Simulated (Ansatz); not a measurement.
Start from SnSe2 in the CdI2 type structure (space group P-3m1, No. 164; a = 3.840 Å, c = 6.007 Å; layered, stacked along the Cartesian z axis). Axes: x lies along a and z along c of the hexagonal cell.

The values are results of PBE-D3(BJ), PAW, 420 eV (Ansatz, a program for electronic structure; scalar-relativistic without spin-orbit coupling), not measurements.

Strains are applied to the cell and any free atomic positions relax.

One change was made to it. Results:

The energy grows by 1.4 meV/atom; the width of the top valence band falls by 0.276 eV to 1.72 eV; the band gap grows by 0.17 eV, from 0.36 eV to 0.53 eV.

What was done to the base?
A. uniaxial strain ε_zz = +0.50 %
B. uniaxial strain ε_zz = +2.50 %
C. uniaxial strain ε_zz = −2.50 %
D. uniaxial strain ε_zz = −1.00 %

B, uniaxial strain ε_zz = +2.50 %. For comparison, the band gap in the other runs: uniaxial strain ε_zz = +0.50 % gives 0.40 eV; uniaxial strain ε_zz = −2.50 % gives 0.18 eV; uniaxial strain ε_zz = −1.00 % gives 0.29 eV.

Stability against distortions was not tested. A zero or small gap of SnSe2 under uniaxial strain ε_zz = −2.50 % and SnSe2 under uniaxial strain ε_zz = −1.00 % can be the functional's error rather than a property of the material.
